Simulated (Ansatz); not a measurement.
Consider SiC in the zinc blende structure (space group F-43m, No. 216; a = 4.357 Å). Axes: x, y, z lie along the cube axes.

Structures relaxed with r2SCAN (Ansatz, an electronic-structure program), no spin-orbit coupling, earlier PAW set.

Base:

Simulated powder pattern, Cu Kα1, λ = 1.54056 Å (kinematic, ideal powder, no thermal factors, no anomalous dispersion; the 10 strongest lines at most, above 2 %, up to 2θ = 90°):

```json
[
 {"2θ (°)": "35.67", "I/Imax (%)": "100", "hkl": "(111)"},
 {"2θ (°)": "41.42", "I/Imax (%)": "18", "hkl": "(200)"},
 {"2θ (°)": "60.01", "I/Imax (%)": "46", "hkl": "(220)"},
 {"2θ (°)": "71.80", "I/Imax (%)": "35", "hkl": "(311)"},
 {"2θ (°)": "75.54", "I/Imax (%)": "5.0", "hkl": "(222)"}
]
```

One thing is altered: tensor shear ε_yz = +3.56 % (engineering shear γ = 0.0712); the atoms relax in the strained cell.

After the change:

Simulated powder pattern, Cu Kα1, λ = 1.54056 Å (kinematic, ideal powder, no thermal factors, no anomalous dispersion; the 10 strongest lines at most, above 2 %, up to 2θ = 90°):

```csv
2θ (°),I/Imax (%),hkl
34.83,100,(1 1 -1)
36.58,91,(111)
41.42,12,(200)
41.50,23,(020)
57.75,17,(0 2 -2)
60.07,58,(220)
62.47,13,(022)
70.33,24,(1 3 -1)
71.29,12,(3 1 -1)
73.55,20,(131)
```

The indices refer to the base's conventional cell; one index is shown for lines that coincide. The space group is now Imm2 (No. 44).

No phonon test of stability was made.
